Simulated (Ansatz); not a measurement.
**Response to strain in Sc**

The reference is Sc in the fcc (Cu type) structure (space group Fm-3m, No. 225; a = 4.559 Å; relaxed with 0.1 eV smearing). Axes: x, y, z lie along the cube axes.

Strains are applied to the cell and any free atomic positions relax; under biaxial strain the out-of-plane vector relaxes too; under stress the whole cell relaxes.

All numbers come from PBEsol (Ansatz, a first-principles code), scalar-relativistic without spin-orbit coupling.

Notes on the quantities. energy relative to the base: free energy F; pressure: mean of the normal stresses, compression positive.

```tsv
case	energy relative to the base	pressure	shortest interatomic distance	space group
base	0 meV/atom	0.0 GPa	6.093 bohr	Fm-3m (No. 225)
biaxial strain +2.45 %, plane normal [001], relaxed out of plane	+5.0 meV/atom	-0.9 GPa	6.075 bohr	I4/mmm (No. 139)
biaxial strain −0.49 %, plane normal [110], relaxed out of plane	+0.4 meV/atom	0.3 GPa	6.063 bohr	Immm (No. 71)
biaxial strain +0.87 %, plane normal [110], relaxed out of plane	+1.1 meV/atom	-0.6 GPa	6.056 bohr	Immm (No. 71)
uniaxial strain ε_xx = +1.56 %	+1.3 meV/atom	-0.8 GPa	6.093 bohr	I4/mmm (No. 139)
uniaxial strain ε_yy = −0.72 %	+0.3 meV/atom	0.4 GPa	6.071 bohr	I4/mmm (No. 139)
uniaxial stress, 5 GPa tension along z	?	–	?	I4/mmm (No. 139)
```

Problem. Some entries are withheld; estimate them.

Solution. 
- uniaxial stress, 5 GPa tension along z, energy relative to the base: +38 meV/atom
- uniaxial stress, 5 GPa tension along z, shortest interatomic distance: 5.867 bohr

A biaxial case was relaxed in a doubled cell and then solved in the primitive one. Beyond what the load breaks, stability against distortions was not tested. The final runs are not spin-polarised. This is not the structure that Sc has at room temperature and ambient pressure.
